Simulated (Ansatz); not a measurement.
SrTiO3: energy against strain

SrTiO3 (cubic perovskite, Pm-3m, 11.451 Å³/atom at rest) under an equal strain ε in the (001) plane with the normal axis free, as in a coherent film. LDA in Ansatz, a plane-wave DFT program (PAW, default set), 420 eV, 9×9×9 Γ-centred mesh, Fermi-Dirac smearing 0.05 eV; ions are relaxed within the symmetry of each cell.

Here s stands for strain and y for E less E0.

```csv
strain (%),E less E0 (meV/atom)
-3.00,?
-1.20,4.56
-0.60,1.08
0.00,0.00
0.60,1.04
1.20,4.21
```

The 5 complete rows are fitted with a parabola, y against s. Least squares gives y = -0.025 - 0.1233·s + 3.0595·s². Residuals (row less fit): 0.031, -0.070, 0.025, 0.038, -0.023; standard error 0.065 (degrees of freedom: 2). Twice the quadratic coefficient over the volume, 2 × 3.0595 meV × 10⁴ × 0.1602 / 11.451 Å³, is twice the biaxial elastic modulus of this plane = 856 ± 14 GPa.

Problem. Predict the withheld y at s = -3.00 from the fit, and compare with the calculation.

Solution. y = -0.025 - 0.1233 × (-3.0) + 3.0595 × (-3.0)² = 27.880 meV/atom. The calculation gives 30.62 meV/atom, 2.740 meV/atom above the prediction (8.9 % of the range of y in the table). The row lies outside the fitted rows, so this is an extrapolation. From the scatter of the fitted rows alone, a prediction at this place has a standard error of 0.420 meV/atom, so the miss is 6.5 times that.

One order more, fitted to all 11 runs of the series, follows each within 0.06, so the miss is the next term of a smooth law. The primitive cell can neither tilt nor turn polar against its symmetry, as such crystals can under strain. SrTiO3 is here the ideal cubic form; the compound distorts at low or room temperature. Rows are the converged runs of the series near zero and its far end; series whose fitted rows scatter by over a few per cent of the range, as at a crossing or softening among them, aren't shown in this form. Most that stay on the fit to the last digits aren't either.
